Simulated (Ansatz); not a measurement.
A constructed model of the (111) surface of fcc Au, (√3x√3)R30° surface alloy, Pb on one Au site of the top plane (bottom of the slab: a bare face, its two planes held)

Computed with PBE (plane waves to 420 eV, PAW; Ansatz, a first-principles code).

Model: 18-atom slab, 12.0 Å thick at the start, 9x9x1 mesh, Fermi-Dirac 0.1 eV, dipole correction, 6 atoms held, the rest relaxed; start symmetry kept, larger cells not searched; no spin, no spin-orbit, no U. It is one candidate, not shown to be the stable structure of the face.

```
Property                                                       Result
-----------------------------  --------------------------------------
work function of the top face                                 3.88 eV
energy released by relaxation                                 0.33 eV
cost                           about 15 core-minutes (a rough figure)
```
